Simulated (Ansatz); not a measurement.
The reference is PbO2 (space group Pbcn, No. 60; a = 5.0641 Å, b = 5.9351 Å, c = 5.4796 Å).

Level of theory: Ansatz (a quantum-chemistry and plane-wave program) PBEsol, scalar-relativistic without spin-orbit coupling.

Base values:

```
Property                            Value
-----------------------------  ----------
Shortest interatomic distance     2.144 Å
Density                        9.65 g/cm³
Band gap                             zero
```

Perturbation: cell and atoms relaxed at a pressure of 3 GPa.

### Question
How does this affect the shortest interatomic distance?

### Answer
The shortest interatomic distance decreases by 0.0176 Å (2.144 Å → 2.127 Å).

### Question
Estimate the effect on the density.

### Answer
The density goes up by 0.28 g/cm³ (9.65 g/cm³ → 9.93 g/cm³).

### Question
Estimate the effect on the band gap.

### Answer
The band gap stays zero.

With Pb present, leaving out spin-orbit coupling can change the band edges. Load acts through the strain it causes; cell and atoms are relaxed under it. Stability against distortions was not tested. All final runs are without spin polarisation. Gaps under 0.05 eV, about the width of the smearing, are given as zero. A zero or small gap of PbO2 can be the functional's error rather than a property of the material.
